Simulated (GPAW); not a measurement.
Worked example: self-consistent single point of V (Im-3m, 1 atom in the cell) in GPAW.

Level of theory: PBE, GPAW PAW datasets PBE (gpaw-data 1.0.1) (plane waves; GPAW).

The change in words: lattice scaled by 0.98; kpts: 11 11 11 → 12 12 12. Reference geometry:
```
V
1.0
   -1.50743     1.50743     1.50743
    1.50743    -1.50743     1.50743
    1.50743     1.50743    -1.50743
V
1
Cartesian
  0.00000   0.00000   0.00000
```

Reference input (self-consistent single point, DFT PBE, plane waves, GPAW PAW datasets PBE (gpaw-data 1.0.1)): mode = pw; ecut = 800 eV; xc = PBE; kpts = 11 11 11; mesh shift (steps) = 0 0 0; occupations.name = methfessel-paxton; occupations.width = 0.1 eV; occupations.order = 0; nbands = -5; symmetry.symmorphic = false; symmetry.tolerance = 0.0005; maxiter = 120. This run's input differs from it in these lines:

```diff
@@ -5,5 +5,5 @@
 atoms = Atoms(['V'],
-              cell=[[-1.507425, 1.507425, 1.507425],
-                    [1.507425, -1.507425, 1.507425],
-                    [1.507425, 1.507425, -1.507425]],
+              cell=[[-1.477276, 1.477276, 1.477276],
+                    [1.477276, -1.477276, 1.477276],
+                    [1.477276, 1.477276, -1.477276]],
               positions=[[0.000000, 0.000000, 0.000000]],
@@ -13,3 +13,3 @@
             xc='PBE',
-            kpts=(11, 11, 11),
+            kpts={'size': (12, 12, 12), 'gamma': True},
             occupations={'name': 'methfessel-paxton', 'width': 0.1, 'order': 0},
```

Output (repeated stretches shortened):

```
     iter     time        total  log10-change:
                         energy   eigst   dens
iter:   1 --:--:--    -8.768587
iter:   2 --:--:--    -8.736945   -0.35  -1.45
iter:   3 --:--:--    -8.755540   -0.43  -1.47
iter:   4 --:--:--    -8.521990   -1.86  -1.55
iter:   5 --:--:--    -8.614540   -1.05  -1.80
iter:   6 --:--:--    -8.497368   -2.03  -1.75
iter:   7 --:--:--    -8.485876   -2.23  -2.25
iter:   8 --:--:--    -8.499278   -2.45  -2.78
iter:   9 --:--:--    -8.485356   -2.69  -2.22
iter:  10 --:--:--    -8.485366   -3.85  -3.49
iter:  11 --:--:--    -8.485357c  -5.57  -3.56
iter:  12 --:--:--    -8.485356c  -5.36  -3.64
iter:  13 --:--:--    -8.485354c  -7.56c -4.61c
Converged after 13 iterations.

Dipole moment: (0.000000, -0.000000, -0.000000) |e|*Ang

Energy contributions relative to reference atoms: (reference = -25820.495562)

Kinetic:         -0.153307
Potential:       +0.017291
External:        +0.000000
XC:              -8.493388
Entropy (-ST):   -0.012046
Local:           +0.150073
SIC:             +0.000000
--------------------------
Free energy:     -8.491377
Extrapolated:    -8.485354

Showing only first 2 kpts
 Kpt  Band  Eigenvalues  Occupancy
  0     4      3.38781    2.00000
  0     5     10.47219    0.00000
  0     6     10.47219    0.00000
  0     7     10.47219    0.00000

  1     4      3.67510    2.00000
  1     5     10.34712    0.00001
  1     6     10.44128    0.00000
  1     7     10.68223    0.00000

Fermi level: 10.03157

No gap
No difference between direct/indirect transitions
Energy (eV): -8.485354

Forces in eV/Ang:
  0 V    -0.00000    0.00000    0.00000

Stress tensor:
    -0.060648    -0.000000    -0.000000
    -0.000000    -0.060648     0.000000
    -0.000000     0.000000    -0.060648
Stress (GPa, Voigt): [-9.7168 -9.7168 -9.7168  0.     -0.     -0.    ]
```

The run converged in 13 iterations. GPAW prints stress with tension positive. Against the reference run the free energy rises by 22.7 meV/atom and the pressure goes from -1.84 to 9.72 GPa.

The starting cell has typed, rounded lattice constants, without a prior relaxation at this level. Its lattice was rescaled by up to half a per cent. For this run, on top of that: lattice scaled by 0.98. Spin polarisation is off. With a pressure of about 10 GPa the cell is away from its equilibrium volume at this level.
